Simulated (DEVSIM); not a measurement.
Device: Schottky contact on n-type GaAs, at 300 K.

Layer 1 from the left is GaAs, thickness (μm) 6.20, Nd (cm⁻³) 4.2e16, τn (s) 5.5e-9, τp (s) 5.5e-9.

Left contact: Schottky, work function 4.96 eV, emission velocity 6.1e6 cm/s. Right contact: ohmic. Voltage is applied to the left contact. Recombination: SRH at mid-gap, radiative, Auger. Mobility is constant in doping.

Constants are typed, rounded textbook-type inputs, not results; the design itself was drawn at random and stands for no fabricated device. Values at 300 K.

GaAs: gap (eV) 1.424, affinity (eV) 4.07, permittivity 12.9, Nc (cm⁻³) 4.7e17, Nv (cm⁻³) 9e18, μn (cm²/Vs) 8500, μp (cm²/Vs) 400, B (cm³/s) 2e-10, Cn (cm⁶/s) 1e-30, Cp (cm⁶/s) 1e-30.

DEVSIM, 1D drift-diffusion, Boltzmann statistics, complete ionisation; no tunnelling, impact ionisation, image-force lowering or self-heating. Metal contacts follow the ideal Schottky-Mott rule: no Fermi-level pinning, no interface dipoles.

Dark forward current:

```tsv
|V| (V)	|J| (A/cm²)
0.05	3.077e-9
0.10	2.409e-8
0.15	1.688e-7
0.20	1.168e-6
0.25	8.070e-6
0.30	5.578e-5
0.35	0.0003856
0.40	0.002666
0.45	0.01843
0.50	0.1273
0.55	0.8794
0.60	6.059
0.65	41.18
0.70	258.9
0.75	1200
0.80	3353
```

Q: Work out the local ideality factor n = ΔV / (kT/q · ln(J2/J1)) between the rows 0.15 and 0.20 V, 0.75 and 0.80 V.

A: kT/q = 25.85 mV. From 0.15 to 0.20 V: ln(1.168e-6/1.688e-7) = 1.934, n = 1.00, near the 1 of diffusion or emission over a barrier. From 0.75 to 0.80 V: ln(3353/1200) = 1.028, n = 1.88; the layers' resistance at their doping, Σ W/(qμN) = 1.1e-5 Ω cm², would take 23 mV of this step of 50 mV.

Q: Estimate the current at 0.40 V for emission alone, J0 = q v N_band exp(−φB/kT), and read the barrier back from the simulated current.

A: φB = 0.890 eV, N_band = 4.70e17 cm⁻³, J0 = 5.12e-10 A/cm²; J = J0 (exp(qV/kT) − 1) = 0.00269 A/cm². The simulation gives 0.00267 A/cm², the same within the digits that matter. Read backwards, the simulated current gives an apparent barrier of 0.890 eV. The estimate leaves out transport through the depletion region and minority injection.
